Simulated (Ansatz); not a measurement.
## Hypothetical simple cubic Ru, pressure series

The parent structure is Ru in the simple cubic structure (space group Pm-3m, No. 221; a = 2.4802 Å; a hypothetical phase, not in the database extracts checked).

Cell and atoms are relaxed at each pressure.

Calculations: PBEsol in Ansatz (plane waves to 420 eV, PAW, scalar-relativistic without spin-orbit coupling).

Notes on the quantities. enthalpy: H = E + PV relative to the base's energy.

```json
[
 {"variant": "base", "volume per atom": "15.26 Å³", "enthalpy": "–"},
 {"variant": "pressure −2 GPa", "volume per atom": "15.38 Å³", "enthalpy": "-0.19 eV/atom"},
 {"variant": "pressure −1 GPa", "volume per atom": "15.32 Å³", "enthalpy": "-0.10 eV/atom"},
 {"variant": "pressure 0.3 GPa", "volume per atom": "15.24 Å³", "enthalpy": "+0.03 eV/atom"},
 {"variant": "pressure 0.7 GPa", "volume per atom": "15.21 Å³", "enthalpy": "+0.07 eV/atom"},
 {"variant": "pressure 1.5 GPa", "volume per atom": "15.17 Å³", "enthalpy": "+0.14 eV/atom"},
 {"variant": "pressure 3 GPa", "volume per atom": "15.08 Å³", "enthalpy": "+0.28 eV/atom"},
 {"variant": "pressure 5 GPa", "volume per atom": "14.97 Å³", "enthalpy": "+0.47 eV/atom"},
 {"variant": "pressure 7.5 GPa", "volume per atom": "14.83 Å³", "enthalpy": "+0.70 eV/atom"},
 {"variant": "pressure 10 GPa", "volume per atom": "14.70 Å³", "enthalpy": "+0.93 eV/atom"}
]
```

Load acts through the strain it causes; cell and atoms are relaxed under it. Whether these cells are dynamically stable was not tested. No other phases were tried under pressure. The final runs are not spin-polarised.

Ansatz is a first-principles code.
